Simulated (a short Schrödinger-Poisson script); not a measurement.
Stack: gated In0.52Al0.48As/In0.53Ga0.47As modulation-doped gas in a quantum well, at 77 K.

| layer | material | thickness (nm) | Nd (cm⁻³) | Na (cm⁻³) |
|---|---|---|---|---|
| 1 | In0.52Al0.48As | 30 | - | - |
| 2 | In0.52Al0.48As | 40 | 7e17 | - |
| 3 | In0.52Al0.48As | 3 | - | - |
| 4 | In0.53Ga0.47As | 8 | - | - |
| 5 | In0.52Al0.48As | 4000 | - | 2e15 |

The device is made up for the run: typed textbook-type constants, with dimensions and the other settings drawn at random. In0.52Al0.48As: permittivity 12.5, conduction-band edge (eV) 0.52, gap (eV) 1.45, electron mass (mₑ) 0.075, Nv at 300 K (cm⁻³) 1.1e19. In0.53Ga0.47As: permittivity 13.9, conduction-band edge (eV) 0, gap (eV) 0.74, Nv at 300 K (cm⁻³) 7.7e18.

Channel valleys (confinement mass, in-plane density-of-states mass, number): Γ 0.041, 0.041, 1. At the gate the conduction-band edge of layer 1 lies 0.65 eV − eVg above the Fermi level of the channel; the field vanishes at the back. Donor level 0.02 eV below the band edge. The barrier under the gate holds no holes. Gaps are held at their typed values at every temperature. Mesh 0.08 nm at interfaces.

Solved with a short Schrödinger-Poisson script written for these runs: 1D Poisson equation in equilibrium, electrons quantum, Hartree plus LDA exchange-correlation (BenDaniel-Duke, 40 states a valley, the channel's in-plane mass for all, wave functions free to enter the barrier), parabolic valleys, classical holes, donors ionised by Fermi statistics, acceptors fully, no traps, pinning or gate leakage.

The same stack at other levels of the model or other numerical settings:

| run | sheet density of all electrons at Vg = 0.4 V (cm⁻²) | sheet density of all electrons at Vg = -1.1 V (cm⁻²) | capacitance at Vg = 0.4 V (μF/cm²) | centroid of the channel electrons at Vg = 0.4 V (nm) | rough cost against the base |
|---|---|---|---|---|---|
| base | 1.36e12 | 4.86e11 | 0.299 | 3.62 | about 1 |
| electrons treated as classical, Boltzmann | 1.72e12 | 5.64e11 | 0.297 | ? | 0.02 |
| electrons treated as classical, Fermi-Dirac | 1.39e12 | ? | 0.299 | 3.41 | 0.07 |
| electrons treated as quantum, Hartree | ? | 4.77e11 | 0.299 | 3.64 | 0.7 |
| mesh six times as coarse | 1.36e12 | 4.85e11 | 0.299 | 3.61 | 0.2 |
| one subband a valley | 1.36e12 | 4.86e11 | 0.299 | 3.62 | 0.2 |

Some entries are withheld; supply them.


- electrons treated as quantum, Hartree, sheet density of all electrons at Vg = 0.4 V (cm⁻²): 1.33e12
- electrons treated as classical, Fermi-Dirac, sheet density of all electrons at Vg = -1.1 V (cm⁻²): 5.09e11
- electrons treated as classical, Boltzmann, centroid of the channel electrons at Vg = 0.4 V (nm): 1.04

The classical rows ignore confinement, and Boltzmann statistics overrate the density once the band edge passes the Fermi level.
